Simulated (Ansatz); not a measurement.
# BSi2Sb (model structure, started from the BC2N type, R3m, No. 160, 4 atoms in the cell): properties by level of theory

| level (code) | lattice constant a (Å) | c axis length (Å) | bulk modulus B0 (GPa) | cohesive energy (eV/atom) |
|---|---|---|---|---|
| LDA (Ansatz) | 3.646 | (withheld) | (withheld) | 4.98 |
| PBE (Ansatz) | (withheld) | (withheld) | 78.5 | (withheld) |
| PBEsol (Ansatz) | (withheld) | 19.214 | 80.6 | 4.55 |

Problem. Some entries are withheld; supply them.

Solution. 
- LDA (Ansatz, an electronic-structure program), c axis length (Å): 19.088
- LDA (Ansatz), bulk modulus B0 (GPa): 84.3
- PBE (Ansatz), lattice constant a (Å): 3.717
- PBE (Ansatz), c axis length (Å): 19.319
- PBE (Ansatz), cohesive energy (eV/atom): 4.14
- PBEsol (Ansatz), lattice constant a (Å): 3.669

Caveats: the bulk modulus is −V dP/dV from two relaxed cells at ±2 % in volume (LDA, PBE, PBEsol). Ansatz's density-functional and Hartree–Fock values are scalar-relativistic unless marked +SOC, with PAW data made under PBE.

Free atoms are spin-polarised, in the lowest state found; at levels without +SOC their spin–orbit coupling is left out.

A model structure was made by putting elements into a prototype or built by hand; it is no filed structure, need not be a known phase, and can be a saddle point held by its symmetry.
